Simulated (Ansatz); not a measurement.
Input and output of a self-consistent single point for ScGa₃ (P4mm, 4 atoms in the cell) (Ansatz, a program for electronic structure).

Computed with PBEsol, default PAW files made with PBE (plane waves; Ansatz).

```xyz
4
Lattice="4.0614 0.0000 0.0000 0.0000 4.0614 0.0000 0.0000 0.0000 4.0614" Properties=species:S:1:pos:R:3 pbc="T T T"
Sc     0.0000     0.0000     0.0500
Ga     2.0307     2.0307     0.0000
Ga     0.0000     2.0307     2.0307
Ga     2.0307     0.0000     2.0307
```

Reference input (self-consistent single point, DFT, PBEsol, plane waves, default PAW files made with PBE): basis.ecutwfc = 420 eV; kpoints.mp_grid.grid = 7 7 7; hamiltonian.xc = pbesol; hamiltonian.pseudopotentials = {kind: paw} (the program's default PAW files); scf.occupations.method = gaussian; scf.occupations.width = 0.1 eV. This run's input differs from it in these lines:

Ansatz 0.2 input:
```diff
@@ -12,3 +12,3 @@
 basis:
-  ecutwfc: 420.0 eV
+  ecutwfc: 840.0 eV
 kpoints:
```

Output, abridged:

```
SCF iter   1: F=—  HF=-13343.174299 eV  |F-HF|=—  |Δ(HF+E_count)|=         —  Δρ=3.08e-3  dr2=1.07e-2  ethr=1.77e-3  ⟨swp⟩=6.0  Hψ=5947  notcnv=0
all-band conjugate gradients solve this SCF's bands
preconditioner: auto → Kerker (q_TF=auto, 2.598 Å⁻¹)
SCF iter   2: F=—  HF=-13343.171345 eV  |F-HF|=—  |Δ(HF+E_count)|=   2.95e-3  Δρ=1.85e-3  dr2=4.31e-3  ethr=2.13e-5  ⟨swp⟩=2.0  Hψ=2167  notcnv=0
SCF iter   3: F=—  HF=-13343.170495 eV  |F-HF|=—  |Δ(HF+E_count)|=   8.50e-4  Δρ=1.03e-3  dr2=1.67e-3  ethr=8.63e-6  ⟨swp⟩=2.5  Hψ=2184  notcnv=0
SCF iter   4: F=—  HF=-13343.170011 eV  |F-HF|=—  |Δ(HF+E_count)|=   4.84e-4  Δρ=2.30e-4  dr2=3.42e-5  ethr=3.34e-6  ⟨swp⟩=2.0  Hψ=1413  notcnv=0
SCF iter   5: F=—  HF=-13343.170014 eV  |F-HF|=—  |Δ(HF+E_count)|=   2.99e-6  Δρ=1.12e-4  dr2=6.12e-6  ethr=6.83e-8  ⟨swp⟩=2.0  Hψ=2172  notcnv=0
SCF iter   6: F=—  HF=-13343.170015 eV  |F-HF|=—  |Δ(HF+E_count)|=   4.85e-7  Δρ=2.05e-5  dr2=3.03e-7  ethr=1.22e-8  ⟨swp⟩=3.0  Hψ=2202  notcnv=0
SCF iter   7: F=-13343.170015 eV  HF=-13343.170015 eV  |F-HF|=1.59e-8  |Δ(HF+E_count)|=   6.33e-8  Δρ=6.13e-6  dr2=2.25e-8  ethr=2.00e-10  ⟨swp⟩=8.3  Hψ=6320  notcnv=0
SCF 1 converged in 7 iterations: F = -13343.170015 eV  dr2 = 2.25e-8
Free energy (F): -13343.170015 eV
Internal energy: -13343.152047 eV  (E = F + TS)
E sigma→0 (E₀):  -13343.161031 eV
Entropy (-TS):   -0.017967 eV (-4.492 meV/atom)
Fermi energy:    12.074111 eV
--- Forces (eV/Å), atoms counted from 1 ---
  atom   1  Sc     0.00000000     0.00000000    -0.37701163
  atom   2  Ga     0.00000000     0.00000000    -0.00869575
  atom   3  Ga     0.00000000     0.00000000     0.19285337
  atom   4  Ga     0.00000000     0.00000000     0.19285337
--- Stress (GPa, compression-positive) ---
       -0.931274       0.000000      -0.000000
        0.000000      -0.931274       0.000000
       -0.000000       0.000000      -0.900977
  P = ⅓ Tr σ = -0.9212 GPa (-9.212 kbar)
  The stress holds the Pulay correction. Without it, at fixed plane waves, as pw.x and ABINIT print it: P = -0.9230 GPa
```

The run converged in 7 iterations. Against the reference run the free energy falls by 1.2 meV/atom, the pressure stays at -0.92 GPa and the largest force stays at 0.377 eV/Å.

The starting cell comes from a database of computed structures (which also holds hypothetical and non-ambient phases and stackings), without a prior relaxation at this level. Its lattice was rescaled by up to half a per cent. One atom was moved a little off its site on purpose. Ansatz's pressure includes its estimate of the finite-basis (Pulay) stress.
